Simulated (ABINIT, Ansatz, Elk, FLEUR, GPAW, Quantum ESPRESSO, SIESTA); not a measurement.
**MgO (Fm-3m, 2 atoms in the cell) computed with different codes at matched settings**

Self-consistent single point.

```xyz
2
Lattice="0.0000 2.1050 2.1050 2.1050 0.0000 2.1050 2.1050 2.1050 0.0000" Properties=species:S:1:pos:R:3 pbc="T T T"
Mg     0.0000     0.0000     0.0000
O      2.1050     2.1050     2.1050
```

Shared settings, as Ansatz (an electronic-structure program) writes them: kpoints.mp_grid.grid = 5 5 5; scf.occupations.method = fermi_dirac; scf.occupations.width = 0.01 eV. Potentials and cutoffs stand in the table.

```json
[
 {"code": "Quantum ESPRESSO", "model": "PBE, SSSP 1.1.2 efficiency (PBE) pseudopotentials", "gap on the mesh (eV)": "4.735", "cutoff": "55 Ry"},
 {"code": "Ansatz", "model": "PBE, default PAW files", "gap on the mesh (eV)": "4.756", "cutoff": "default"},
 {"code": "ABINIT", "model": "PBE, norm-conserving pseudopotentials (PseudoDojo nc-sr-05 PBE standard)", "gap on the mesh (eV)": "4.781", "cutoff": "42 Ha"},
 {"code": "FLEUR", "model": "PBE, all-electron FLAPW (FLEUR), scalar-relativistic valence", "gap on the mesh (eV)": "4.841", "cutoff": "Kmax 4.6 1/bohr"},
 {"code": "GPAW", "model": "PBE, GPAW PAW datasets PBE (gpaw-data 1.0.1)", "gap on the mesh (eV)": "4.762", "cutoff": "550 eV"},
 {"code": "SIESTA", "model": "GGA PBE, numerical atomic orbitals DZP, PseudoDojo PBE standard norm-conserving potentials (rewritten from UPF to PSML)", "gap on the mesh (eV)": "4.629", "cutoff": "grid 300 Ry"},
 {"code": "Elk", "model": "PBE, all-electron FP-LAPW, Elk's shipped species files, APW+lo basis with extra local orbitals", "gap on the mesh (eV)": "4.674", "cutoff": "rgkmax 7.5"}
]
```

Gaps are read on the mesh.

The spread over the programs that give each value: gap on the mesh within 0.212 eV.

SIESTA uses small atom-centred bases, whose incompleteness enters pressures, forces and empty levels differently from a plane-wave cutoff. FLEUR and Elk treat all electrons, but the usual bases taken here (sphere radii, linearisation, local orbitals, empty states) were not tested for convergence, so the values are no reference for the others. In the gap, SIESTA (by 0.130) lies more than 0.12 eV from the median of the plane-wave programs.

On the base mesh (7 7 7) the same programs gave: Ansatz pressure 4.32 GPa, gap on the mesh 4.757 eV; Quantum ESPRESSO pressure 4.35 GPa, gap on the mesh 4.737 eV; ABINIT pressure 4.75 GPa, gap on the mesh 4.782 eV; GPAW gap on the mesh 4.765 eV; Elk gap on the mesh 4.676 eV; FLEUR gap on the mesh 4.843 eV; SIESTA pressure 4.75 GPa, gap on the mesh 4.631 eV.

The starting cell has typed, rounded lattice constants, without a prior relaxation at this level.

Left out of this page: CP2K (on another mesh).

Keys are those of Ansatz 0.2.
